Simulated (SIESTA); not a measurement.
SIESTA run on Y4ScSi10 (P6/mmm, 15 atoms in the cell): self-consistent single point.

Level of theory: GGA PBEsol, numerical atomic orbitals DZP, PseudoDojo PBEsol standard norm-conserving potentials (rewritten from UPF to PSML) run with SIESTA 5.4.2.

The change in words: lattice scaled by 0.97; MeshCutoff: 400 Ry → 240 Ry. Reference geometry:
```
Y4ScSi10
1.0
    4.05746     0.00000     0.00000
   -2.02873     3.51386     0.00000
    0.00000     0.00000    19.85682
Y Sc Si
4 1 10
Direct
  0.00000   0.00000   0.80582
  0.00000   0.00000   0.19418
  0.00000   0.00000   0.60130
  0.00000   0.00000   0.39870
  0.00000   0.00000   0.00000
  0.33333   0.66667   0.90810
  0.66667   0.33333   0.09190
  0.66667   0.33333   0.90810
  0.33333   0.66667   0.09190
  0.33333   0.66667   0.70320
  0.66667   0.33333   0.29680
  0.66667   0.33333   0.70320
  0.33333   0.66667   0.29680
  0.33333   0.66667   0.50000
  0.66667   0.33333   0.50000
```

Reference input (self-consistent single point, DFT, GGA PBEsol, numerical atomic orbitals DZP, PseudoDojo PBEsol standard norm-conserving potentials (rewritten from UPF to PSML)): XC.functional = GGA; XC.authors = PBEsol; potentials = PseudoDojo PBEsol standard; PAO.BasisSize = DZP; PAO.EnergyShift = 0.01 Ry; MeshCutoff = 400 Ry; kgrid.MonkhorstPack = 6 6 1; OccupationFunction = FD; ElectronicTemperature = 100 meV; MaxSCFIterations = 150; SCF.Mixer.Method = Pulay; SCF.Mixer.Weight = 0.1. This run's input differs from it in these lines:

```diff
@@ -13,5 +13,5 @@
 %block LatticeVectors
-     7.667488162    0.000000000    0.000000000
-    -3.833744081    6.640238709    0.000000000
-     0.000000000    0.000000000   37.523951506
+     7.437463139    0.000000000    0.000000000
+    -3.718731569    6.441031340    0.000000000
+     0.000000000    0.000000000   36.398232205
 %endblock LatticeVectors
@@ -19,17 +19,17 @@
 %block AtomicCoordinatesAndAtomicSpecies
-     0.000000000    0.000000000   30.237550603  1
-     0.000000000    0.000000000    7.286400903  1
-     0.000000000    0.000000000   22.563152041  1
-     0.000000000    0.000000000   14.960799465  1
+     0.000000000    0.000000000   29.330423475  1
+     0.000000000    0.000000000    7.067808730  1
+     0.000000000    0.000000000   21.886257025  1
+     0.000000000    0.000000000   14.511975180  1
      0.000000000    0.000000000    0.000000000  2
-    -0.000003834    4.426828020   34.075500363  3
-     3.833747915    2.213410690    3.448451143  3
-     3.833747915    2.213410690   34.075500363  3
-    -0.000003834    4.426828020    3.448451143  3
-    -0.000003834    4.426828020   26.386842699  3
-     3.833747915    2.213410690   11.137108807  3
-     3.833747915    2.213410690   26.386842699  3
-    -0.000003834    4.426828020   11.137108807  3
-    -0.000003834    4.426828020   18.761975753  3
-     3.833747915    2.213410690   18.761975753  3
+    -0.000003719    4.294023041   33.053234665  3
+     3.718735288    2.147008300    3.344997540  3
+     3.718735288    2.147008300   33.053234665  3
+    -0.000003719    4.294023041    3.344997540  3
+    -0.000003719    4.294023041   25.595236887  3
+     3.718735288    2.147008300   10.802995318  3
+     3.718735288    2.147008300   25.595236887  3
+    -0.000003719    4.294023041   10.802995318  3
+    -0.000003719    4.294023041   18.199116102  3
+     3.718735288    2.147008300   18.199116102  3
 %endblock AtomicCoordinatesAndAtomicSpecies
@@ -40,3 +40,3 @@
 PAO.EnergyShift              0.01 Ry
-MeshCutoff                   400 Ry
+MeshCutoff                   240 Ry
 %block kgrid.MonkhorstPack
```

Log, with long lists cut:

```
        iscf     Eharris(eV)        E_KS(eV)     FreeEng(eV)     dDmax    Ef(eV) dHmax(eV)
   scf:    1    -6841.007391    -6906.689124    -6906.942040  1.865618 -4.617178  8.937669
   scf:    2    -6893.037051    -6903.560010    -6903.805566  0.060890 -4.643919 11.173785
   scf:    3    -6908.392875    -6908.079344    -6908.329318  0.028908 -4.627872  3.092614
   scf:    4    -6909.422630    -6908.902900    -6909.151846  0.048680 -4.652109  1.461381
   scf:    5    -6909.100963    -6909.023091    -6909.273012  0.020775 -4.666075  0.749936
   [... 13 lines left out ...]
   scf:   19    -6909.080565    -6909.080570    -6909.332255  0.000039 -4.709751  0.000218
   scf:   20    -6909.080566    -6909.080568    -6909.332255  0.000012 -4.709733  0.000186
   scf:   21    -6909.080562    -6909.080565    -6909.332255  0.000010 -4.709708  0.000152
   scf:   22    -6909.080565    -6909.080565    -6909.332255  0.000001 -4.709707  0.000173
SCF Convergence by DM+H criterion
max |DM_out - DM_in|         :     0.0000013289
max |H_out - H_in|      (eV) :     0.0001734706
SCF cycle converged after 22 iterations

Using DM_out to compute the final energy and forces

siesta: E_KS(eV) =            -6909.0806

siesta: E_KS - E_eggbox =     -6909.0806

siesta: Atomic forces (eV/Ang):
     1   -0.000000   -0.000000    0.062441
     2   -0.000000    0.000000   -0.062440
     3    0.000000   -0.000000   -0.000928
     4    0.000000   -0.000000    0.000928
     5   -0.000000   -0.000000    0.000006
     6   -0.000022    0.000012    0.012635
     7    0.000022   -0.000012   -0.012594
     8    0.000022   -0.000012    0.012635
     9   -0.000022    0.000012   -0.012594
    10    0.000024   -0.000015    0.039114
    11   -0.000024    0.000015   -0.039132
   [... lines left out ...]
siesta: FreeEng =     -6909.332255
siesta: Cell volume =        258.382995 Ang**3
siesta:          61.51932941         57.92107603  kBar
   [... lines left out ...]
     4     0.342278   10.657722  Y
     5     0.378290   10.621710  Sc
     6    -0.188398    4.188398  Si
     7    -0.188396    4.188396  Si
     8    -0.188398    4.188398  Si
     9    -0.188396    4.188396  Si
    10    -0.159036    4.159036  Si
    11    -0.159034    4.159034  Si
    12    -0.159036    4.159036  Si
    13    -0.159034    4.159034  Si
    14    -0.174976    4.174976  Si
    15    -0.174976    4.174976  Si
 Total     0.000000
```

The run converged in 22 iterations. Against the reference run the free energy rises by 12.8 meV/atom, the pressure goes from -2.80 to 6.15 GPa and the largest force goes from 0.048 to 0.062 eV/Å.

The starting cell comes from a database of computed structures (which also holds hypothetical and non-ambient phases and stackings), without a prior relaxation at this level. For this run, on top of that: lattice scaled by 0.97. Values carry the incompleteness of an atom-centred basis.

Cost on one core of a shared machine: roughly 3 min.
